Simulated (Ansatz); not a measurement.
Candidates (primitive cells; geometry: cell and atoms relaxed with PBEsol):
A. K2Se (Fm-3m), a = 5.3810 Å, b = 5.3810 Å, c = 5.3810 Å, α = 60.00°, β = 60.00°, γ = 60.00°
B. CsH (Fm-3m), a = 4.4224 Å, b = 4.4224 Å, c = 4.4224 Å, α = 60.00°, β = 60.00°, γ = 60.00°
C. Na$_{2}$Te (Fm-3m), a = 5.1243 Å, b = 5.1243 Å, c = 5.1243 Å, α = 60.00°, β = 60.00°, γ = 60.00°
D. CsPbCl3 (Pm-3m), a = 5.6182 Å, b = 5.6182 Å, c = 5.6182 Å, α = 90.00°, β = 90.00°, γ = 90.00°

Problem. Rank these by electron conductivity mass (lowest first), as PBEsol with spin-orbit coupling, rigid bands (Ansatz, a first-principles code) gives it.

Solution. D (0.164 mₑ), C (0.22 mₑ), A (0.33 mₑ), B (0.46 mₑ)

Masses are for dilute carriers at 300 K, harmonic means over directions unless an axis is named.

CsPbCl3 (Pm-3m): a high-temperature phase held by its symmetry. Formula and space group known from diffraction (Crystallography Open Database), not checked to be the room-temperature form: CsH (Fm-3m), K2Se (Fm-3m), Na2Te (Fm-3m).
